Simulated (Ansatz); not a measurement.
The starting structures come from a database of crystals and need not be the phases stable at ambient conditions.

 Where the default PAW files enter, the runs use the earlier of Ansatz's two default sets.

By PBEsol, the system below comes out a metal.

```
CELL_PARAMETERS angstrom
      3.91513     0.00000     0.00000
      0.00000     3.91513     0.00000
      1.95756    -1.95756     8.15959
ATOMIC_POSITIONS crystal
  Y  0.50000 0.50000 0.00000
  Y  0.75000 0.75000 0.50000
  Ge 0.17201 0.32799 0.65598
  Ge 0.92201 0.07799 0.15598
  Ge 0.07799 0.92201 0.84402
  Ge 0.32799 0.17201 0.34402
```

Space group of this cell: I4_1/amd. The cell is strained (all lengths scaled by 0.98); by PBEsol its mean pressure is 1.0 GPa.

The current flows along the normal of the first two printed cell vectors, the (001) plane of the conventional cell. No spin-orbit coupling; the value is a mean over 0.1 eV about the Fermi level.

Question: Give the ballistic conductance per area that PBEsol in Ansatz (a quantum-chemistry and plane-wave program) yields.

Answer: 0.52 × 10¹⁵ S/m² for both spins.
